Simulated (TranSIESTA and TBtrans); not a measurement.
Run with TranSIESTA and TBtrans (open boundaries, self-consistent; PseudoDojo norm-conserving potentials, scalar-relativistic): Spin polarized, PAO.BasisSize DZP, PAO.EnergyShift 0.15 eV, XC.Authors PW92, Mesh.Cutoff 200 Ry, ElectronicTemperature 300 K, TS.Voltage 0.0 eV, TBT.Elecs.Eta 0.001 eV.

System: Si chain bridged by a linear N2 unit along the axis. Leads: straight Si chain, spacing 2.25 Å. Geometry: 4 atoms about the centre moved by SIESTA (PBE, DZP) to a largest force of 0.03 eV/Å, all others as built, motion along the axis alone.

Question: Give the largest eigenchannel transmissions at the Fermi level (four at most) and the total.

Answer: Up: 0.58, 0.58, 0.071 (total 1.24); down: 0.58, 0.58, 0.071 (total 1.24). Moments were seeded on the central atoms alone, and one start was tried. The straight chain is held at its spacing; free chains may zigzag or dimerise.
